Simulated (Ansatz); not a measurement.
Take NaCl in the rock salt structure (space group Fm-3m, No. 225) as the base.

```yaml
crystal:
  lattice:
    - [0.00000, 2.80073, 2.80073]
    - [2.80073, 0.00000, 2.80073]
    - [2.80073, 2.80073, 0.00000]
  atoms:
    - { symbol: Na, position: [0.00000, 0.00000, 0.00000] }
    - { symbol: Cl, position: [0.50000, 0.50000, 0.50000] }
```

Cartesian axes are those of the cell as printed.

The values are results of PBEsol (Ansatz, a first-principles code; PAW; 420 eV plane waves; scalar-relativistic without spin-orbit coupling), not measurements.

Base values:

| Property | Value |
|---|---|
| Pressure | 0.01 GPa |
| Band gap | 5.01 eV |
| Valence-band top at Γ | 0.00, 0.00, 0.00 eV |

Perturbation: the cell is stretched by 2.50 % along z with no lateral relaxation, atoms relaxed at fixed cell.

Problem. Predict the new pressure, band gap, valence-band top at Γ and energy relative to the base.

Solution. The pressure (mean of the normal stresses, compression positive) decreases by 0.57 GPa to -0.56 GPa; the band gap falls by 0.10 eV, from 5.01 eV to 4.91 eV; the valence-band top at Γ (three highest levels, from the VBM) goes from 0.00, 0.00, 0.00 eV to 0.00, -0.02, -0.02 eV; the energy goes up by 2.1 meV/atom.

The cells carry an imposed strain or load. Whether these cells are dynamically stable was not tested.
